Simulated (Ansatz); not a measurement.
## A computed series for InSb: pressure series

The reference is InSb in the zinc blende structure (space group F-43m, No. 216).

```xyz
2
Lattice="0.0000 3.3176 3.3176 3.3176 0.0000 3.3176 3.3176 3.3176 0.0000" Properties=species:S:1:pos:R:3 pbc="T T T"
In     0.0000     0.0000     0.0000
Sb     1.6588     1.6588     1.6588
```

Cell and atoms are relaxed at each pressure.

The values are results of PBE (Ansatz, a first-principles code; PAW; 420 eV plane waves; spin-orbit coupling left out), not measurements.

Notes on the quantities. enthalpy: H = E + PV relative to the base's energy.

```tsv
change	enthalpy	shortest interatomic distance
base	–	2.873 Å
pressure −2 GPa	-0.47 eV/atom	2.935 Å
pressure −1 GPa	-0.23 eV/atom	2.902 Å
pressure 0.9 GPa	+0.20 eV/atom	2.851 Å
pressure 2.1 GPa	+0.47 eV/atom	2.825 Å
pressure 4.5 GPa	+0.97 eV/atom	2.782 Å
pressure 9 GPa	+1.87 eV/atom	2.720 Å
pressure 15 GPa	+2.99 eV/atom	2.659 Å
pressure 22.5 GPa	+4.30 eV/atom	2.601 Å
pressure 30 GPa	+5.53 eV/atom	2.555 Å
```

Load acts through the strain it causes; cell and atoms are relaxed under it. No phonon test of stability was made. Tetrahedral semiconductors of this kind turn to denser phases somewhere between about 1 and 50 GPa; those were not computed, so compressed cells here can lie past the real transition. The final runs are not spin-polarised.
